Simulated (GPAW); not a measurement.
GPAW run on Nb₂AsC (P6_3/mmc, 8 atoms in the cell): self-consistent single point.

Method: PBEsol, GPAW PAW datasets PBEsol (made by gpaw-setup) (plane waves; GPAW).

```
CELL_PARAMETERS angstrom
      3.37738     0.00000     0.00000
     -1.68869     2.92490     0.00000
      0.00000     0.00000    12.00355
ATOMIC_POSITIONS crystal
  Nb 0.33333 0.66667 0.40533
  Nb 0.66667 0.33333 0.59467
  Nb 0.66667 0.33333 0.90533
  Nb 0.33333 0.66667 0.09467
  As 0.66667 0.33333 0.25000
  As 0.33333 0.66667 0.75000
  C  0.00000 0.00000 0.50000
  C  0.00000 0.00000 0.00000
```

Reference input (self-consistent single point, DFT LDA (Perdew-Wang 92), plane waves, GPAW PAW datasets LDA (gpaw-data 1.0.1)): mode = pw; ecut = 900 eV; xc = LDA; kpts = 7 7 2; mesh shift (steps) = 0 0 0; occupations.name = methfessel-paxton; occupations.width = 0.2 eV; occupations.order = 0; nbands = -14; symmetry.symmorphic = false; symmetry.tolerance = 0.0005; maxiter = 150. This run's input differs from it in these lines:

```diff
@@ -19,3 +19,3 @@
 calc = GPAW(mode={'name': 'pw', 'ecut': 900},
-            xc='LDA',
+            xc='PBEsol',
             kpts={'size': (7, 7, 2), 'gamma': True},
```

Its files differ too (potentials: GPAW PAW datasets PBEsol (made by gpaw-setup)).

Log, with long lists cut:

```
     iter     time        total  log10-change:
                         energy   eigst   dens
iter:   1 --:--:--   -88.960849
iter:   2 --:--:--   -86.236229   -1.15  -0.97
iter:   3 --:--:--   -79.837633   -0.19  -1.02
iter:   4 --:--:--   -79.929174   -1.49  -1.36
iter:   5 --:--:--   -79.872228   -1.39  -1.41
iter:   6 --:--:--   -80.112189   -0.89  -1.64
iter:   7 --:--:--   -79.709155   -2.04  -1.73
iter:   8 --:--:--   -79.741604   -3.25  -2.10
iter:   9 --:--:--   -79.670485   -2.30  -2.08
iter:  10 --:--:--   -79.644524   -2.14  -2.26
iter:  11 --:--:--   -79.643079c  -3.39  -2.89
iter:  12 --:--:--   -79.642940c  -4.38  -3.13
iter:  13 --:--:--   -79.642848c  -4.90  -3.15
iter:  14 --:--:--   -79.642971c  -4.70  -3.23
iter:  15 --:--:--   -79.643066c  -3.95  -3.28
iter:  16 --:--:--   -79.642670c  -4.63  -3.17
iter:  17 --:--:--   -79.642686c  -5.40  -3.80
iter:  18 --:--:--   -79.642675c  -6.76  -3.93
iter:  19 --:--:--   -79.642694c  -6.07  -4.00
iter:  20 --:--:--   -79.642670c  -6.10  -4.04c
iter:  21 --:--:--   -79.642665c  -6.28  -4.39c
iter:  22 --:--:--   -79.642672c  -6.86  -4.32c
iter:  23 --:--:--   -79.642672c  -8.27c -4.75c
Converged after 23 iterations.

Dipole moment: (-0.000000, 0.000000, -0.000000) |e|*Ang

Energy contributions relative to reference atoms: (reference = -540359.258082)

Kinetic:        +14.130379
Potential:      -37.294106
External:        +0.000000
XC:             -56.084588
Entropy (-ST):   -0.044823
Local:           -0.371946
SIC:             +0.000000
--------------------------
Free energy:    -79.665083
Extrapolated:   -79.642672

Showing only first 2 kpts
 Kpt  Band  Eigenvalues  Occupancy
  0    33     10.17037    2.00000
  0    34     10.37222    2.00000
  0    35     11.51878    0.12327
  0    36     11.58104    0.04755

  1    33     10.58506    2.00000
  1    34     10.58509    2.00000
  1    35     10.58509    2.00000
  1    36     11.07217    1.89408

Fermi level: 11.30083

No gap
   [... lines left out ...]
  2 Nb    0.00000   -0.00000    0.49844
  3 Nb   -0.00000    0.00000   -0.49844
  4 As    0.00000   -0.00000    0.00000
  5 As   -0.00000    0.00000   -0.00000
  6 C     0.00000    0.00000    0.00000
  7 C     0.00000    0.00000    0.00000

Stress tensor:
     0.078609     0.000000     0.000000
     0.000000     0.078609     0.000000
     0.000000     0.000000     0.068065
Stress (GPa, Voigt): [12.5946 12.5946 10.9052  0.      0.      0.    ]
```

The run converged in 23 iterations. GPAW prints stress with tension positive. Against the reference run the largest force goes from 0.615 to 0.498 eV/Å.

At such cutoffs GPAW's stress carries a finite-basis (Pulay) error, which enters relaxed cells too; its log prints stress with tension positive.

The starting cell comes from a database of computed structures (which also holds hypothetical and non-ambient phases and stackings), without a prior relaxation at this level. Its lattice was rescaled by a random factor within 2.5 % of one. Spin polarisation is off.

Cost on one core of a shared machine: roughly 4 min.
